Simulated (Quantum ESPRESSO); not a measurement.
Quantum ESPRESSO is run on Nb2AlC (P6_3/mmc, 8 atoms in the cell), and the run fails. The aim is a self-consistent single point with DFT, LDA (PZ), plane waves, GBRV 1.5 ultrasoft (LDA) pseudopotentials.

Cell that was meant: a = 3.1226 Å, b = 3.1226 Å, c = 13.9381 Å, α = 90.00°, β = 90.00°, γ = 120.00°.

Part of the input:

```fortran
    occupations = 'smearing',
    smearing = 'cold',
    degauss = 0.0073499,
&electrons
    conv_thr = 1.0e-11,
    mixing_beta = 0.7,
/
```

Log, with long lists cut:

```
     This program is part of the open-source Quantum ESPRESSO suite
     for quantum simulation of materials; please cite

 %%%%%%%%%%%%%%%%%%%%%%%%%%%%%%%%%%%%%%%%%%%%%%%%%%%%%%%%%%%%%%%%%%%%%%%%%%%%%%
     Error in routine  read_namelists (1):
      bad line in namelist &system: "&electrons" (error could be in the previous line)
 %%%%%%%%%%%%%%%%%%%%%%%%%%%%%%%%%%%%%%%%%%%%%%%%%%%%%%%%%%%%%%%%%%%%%%%%%%%%%%

     stopping ...
```

Task: Read the log: what does the program object to, and what is the fix?

Result: The fault is a namelist without its closing slash. The reader runs on into the next namelist. To fix it, close the namelist. The program stopped before any SCF iteration.

An input that runs soundly differs in these lines (not the only fix; some lines may just follow from the change or write a value another way):
```diff
+/
```

With that input, the run converged in 16 iterations: free energy E − TS -6925.8333 eV; Fermi level (on the code's own zero) 14.43 eV; pressure -9.66 GPa; largest force (vector length) 0.795 eV/Å (DFT, LDA (PZ), plane waves, GBRV 1.5 ultrasoft (LDA) pseudopotentials).

On the sound input: the starting cell comes from a database of computed structures (which also holds hypothetical and non-ambient phases and stackings), without a prior relaxation at this level. Spin polarisation is off. With a pressure of about -10 GPa the cell is away from its equilibrium volume at this level.
